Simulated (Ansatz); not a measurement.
# Effect of biaxial strain −2.08 %, plane normal [111], relaxed out of plane on AlRu

Take AlRu in the CsCl type structure (space group Pm-3m, No. 221; a = 2.983 Å; relaxed with 0.1 eV smearing) as the base. Axes: x, y, z lie along the cube axes.

It is then changed as follows: biaxial strain −2.08 %, plane normal [111], relaxed out of plane (Cartesian); in-plane vectors clamped, the third vector and the atoms free.

Level of theory: r2SCAN (Ansatz, an electronic-structure program), scalar-relativistic without spin-orbit coupling. Settings: 19×19×19 k-points, 0.1 eV Fermi–Dirac smearing.

The volume per atom falls by 0.35 Å³ (13.27 Å³ → 12.92 Å³) and the space group goes from Pm-3m (No. 221) to R-3m (No. 166). The shortest interatomic distance shrinks by 0.043 Å to 2.540 Å and the energy grows by 17 meV/atom. The pressure (mean of the normal stresses, compression positive) goes from zero to 6.6 GPa and the band gap stays zero. The out-of-plane strain is +1.51 % and the ratio −ε⊥/ε∥ amounts to 0.72.

Cost of the whole job for the changed cell (relaxation, final SCF and bands): around 110 core-seconds (rough).

No phonon test of stability was made. All final runs are without spin polarisation.
